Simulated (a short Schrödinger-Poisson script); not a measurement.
Structure: gated Al0.2Ga0.8N/GaN polarisation-induced gas, at 300 K.

| layer | material | thickness (nm) | Na (cm⁻³) |
|---|---|---|---|
| 1 | Al0.2Ga0.8N | 10 | - |
| 2 | GaN | 6000 | 4e15 |

The device is made up for the run: typed textbook-type constants, with dimensions and the other settings drawn at random. Al0.2Ga0.8N: permittivity 9.38, conduction-band edge (eV) 0.262, gap (eV) 3.804, electron mass (mₑ) 0.224, Nv at 300 K (cm⁻³) 4.6e19. GaN: permittivity 9.5, conduction-band edge (eV) 0, gap (eV) 3.43, Nv at 300 K (cm⁻³) 4.6e19.

Channel valleys (confinement mass, in-plane density-of-states mass, number): Γ 0.2, 0.2, 1. At the gate the conduction-band edge of layer 1 lies 1.1 eV − eVg above the Fermi level of the channel; the field vanishes at the back. Sheet of polarisation charge: +9.4e12 e/cm² at 10 nm from the gate. The barrier under the gate holds no holes. Gaps are held at their typed values at every temperature. Mesh 0.08 nm at interfaces.

Solved with a short Schrödinger-Poisson script written for these runs: 1D Poisson equation in equilibrium, electrons quantum, Hartree (BenDaniel-Duke, 40 states a valley, the channel's in-plane mass for all, wave functions free to enter the barrier), parabolic valleys, classical holes, full ionisation, no traps, pinning or gate leakage.

The same stack at other levels of the model or other numerical settings:

| run | sheet density of all electrons at Vg = 0.5 V (cm⁻²) | sheet density of all electrons at Vg = -0.5 V (cm⁻²) | capacitance at Vg = 0.5 V (μF/cm²) | centroid of the channel electrons at Vg = 0.5 V (nm) | rough cost against the base |
|---|---|---|---|---|---|
| base | 6.08e12 | 1.60e12 | 0.757 | 2.20 | about 1 |
| electrons treated as classical, Boltzmann | 6.67e12 | 1.82e12 | 0.797 | 0.99 | 0.02 |
| electrons treated as classical, Fermi-Dirac | 6.14e12 | 1.72e12 | 0.728 | 1.83 | 0.1 |
| electrons treated as quantum, Hartree plus LDA exchange-correlation | 6.27e12 | 1.70e12 | 0.765 | 1.98 | 2 |
| mesh six times as coarse | 6.09e12 | 1.60e12 | 0.758 | 2.12 | 0.3 |
| one subband a valley | 6.05e12 | 1.58e12 | 0.752 | 1.73 | 0.3 |

The classical rows ignore confinement, and Boltzmann statistics overrate the density once the band edge passes the Fermi level.
